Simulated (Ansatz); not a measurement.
Base system: GaN in the zinc blende structure (space group F-43m, No. 216; a = 4.5485 Å).

Calculations: PBE (Ansatz, a first-principles code; PAW; 420 eV plane waves; no spin-orbit coupling).

Base values:

The lattice parameter a comes out as 4.549 Å and the width of the top valence band is 3.50 eV.

The change: hydrostatic tension (pressure −2 GPa).

Problem. Predict the new lattice parameter a.

Solution. The lattice parameter a increases by 0.018 Å, from 4.549 Å to 4.567 Å.

Problem. How does this affect the width of the top valence band?

Solution. The width of the top valence band falls by 0.056 eV (3.50 eV → 3.45 eV).

The levels and masses belong to the bands next to the band gap. Load acts through the strain it causes; cell and atoms are relaxed under it. Stability against distortions was not tested. This is not the structure that GaN has at room temperature and ambient pressure.
